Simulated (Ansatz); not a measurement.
Take Pd in the simple cubic structure (space group Pm-3m, No. 221; a = 2.5655 Å; a hypothetical phase, not in the database extracts checked) as the base.

Calculations: Ansatz (an electronic-structure program) PBEsol, no SOC.

Before the change:

The band gap is zero. The volume per atom comes out as 16.89 Å³.

It is then changed as follows: cell and atoms relaxed at a pressure of 7.5 GPa.

What does the calculation give for the band gap after the change?

The band gap is still zero.

What does the calculation give for the volume per atom after the change?

The volume per atom drops by 0.743 Å³ (16.89 Å³ → 16.14 Å³).

Load acts through the strain it causes; cell and atoms are relaxed under it. No phonon test of stability was made. No other phases were tried under pressure. The final runs are not spin-polarised. Pd has a high density of states at the Fermi level and may be magnetic at this level.
